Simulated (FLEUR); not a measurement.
Band structure of Rb (Im-3m, 1 atom in the cell).

```yaml
crystal:
  lattice:
    - [-2.78262, 2.78262, 2.78262]
    - [2.78262, -2.78262, 2.78262]
    - [2.78262, 2.78262, -2.78262]
  atoms:
    - { symbol: Rb, position: [0.00000, 0.00000, 0.00000] }
```

Method of the run: PBE, all-electron FLAPW (FLEUR), scalar-relativistic valence run with FLEUR.

Settings: Kmax = 3.8 1/bohr; GmaxXC = 15.2 1/bohr; xcFunctional = pbe; jspins = 1; l_soc = F; mode = hist; fermiSmearingEnergy = 0.00999582 Htr; mesh (inpgen div1-3) = 11 11 11; inpgen gamma flag = false; Gmax = 15.2 1/bohr; numbands = 0; maxIterBroyd = 15; imix = Anderson; alpha = 0.05.

The starting cell has typed, rounded lattice constants, without a prior relaxation at this level. Its lattice was rescaled by a random factor within 2.5 % of one. Values depend on the basis (sphere radii, cutoffs, local orbitals), which need not be converged.

Levels in eV from the Fermi level, bands 1 to 7:
| point | 1 | 2 | 3 | 4 | 5 | 6 | 7 |
|---|---|---|---|---|---|---|---|
| Γ | -28.87 | -12.91 | -12.91 | -12.91 | -2.04 | 3.73 | 3.73 |
| H | -28.86 | -12.99 | -12.99 | -12.99 | 1.22 | 1.22 | 3.39 |
| N | -28.87 | -13.02 | -12.95 | -12.91 | 0.23 | 0.82 | 2.59 |
| P | -28.87 | -12.97 | -12.97 | -12.97 | 1.32 | 1.32 | 1.32 |
